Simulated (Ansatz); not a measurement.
**BeSe (F-43m): band-edge transport data**

Given:

```xyz
2
Lattice="0.0000 2.5643 2.5643 2.5643 0.0000 2.5643 2.5643 2.5643 0.0000" Properties=species:S:1:pos:R:3 pbc="T T T"
Be     0.0000     0.0000     0.0000
Se     1.2821     1.2821     1.2821
```

Level of theory: HSE06, rigid bands (plane waves, PAW, scalar-relativistic; Ansatz, a quantum-chemistry and plane-wave program). How the cell was made: cell and atoms relaxed with PBEsol.

| Property | Result |
|---|---|
| band gap | 3.45 eV |
| electron conductivity mass (300 K, dilute) | 0.34 mₑ |
| effective density of states N_c (300 K) | 1.8e19 cm⁻³ |
| density-of-states mass, electrons | 0.81 mₑ |
| Seebeck coefficient, n-type 1e19 cm⁻³, 300 K | -268 μV/K |
| best n-type power factor at 300 K for τ = 10 fs (best axis; densities from 1e16 to 1e21 cm⁻³ tried, whether or not they can be reached) | 8.4 μW/(cm·K²) at 1e20 cm⁻³ |

Rigid bands; masses and Seebeck coefficients take one relaxation time τ for all states and one kind of carrier; polarons and phonon drag are left out. Spin-orbit coupling is left out. Geometry: cell and atoms relaxed with PBEsol.
